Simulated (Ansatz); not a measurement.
CsMgF3 (Pm-3m), PBEsol, rigid bands run with Ansatz (a quantum-chemistry and plane-wave program): N_v = 1.02e21 cm⁻³ at 300 K and a hole conductivity mass of 2.74 mₑ.

**Question.** For 1e17 holes per cm³ at 300 K, place the Fermi level, estimate the Seebeck coefficient of a parabolic band with constant τ, and give mobility and conductivity for τ = 50 fs.

**Answer.** The level lies k_BT ln(N_v/p) = 0.239 eV above the valence-band maximum. S ≈ +(k_B/e)[ln(N_v/p) + 5/2] = 1011 μV/K, against 1008 μV/K from the full bands (mean over directions). μ = eτ/m = 32.1 cm²/(V·s) and σ = peμ = 0.514 S/cm. τ is assumed, not computed.

Band transport and this doping are assumed; polarons and phonon drag are left out. Spin-orbit coupling is left out; where it splits the top of the valence band, N_v and the p-type Seebeck coefficient come out somewhat high without it.

Computed structure with no diffraction record at hand here (it may be known, metastable or hypothetical): CsMgF3 (Pm-3m).
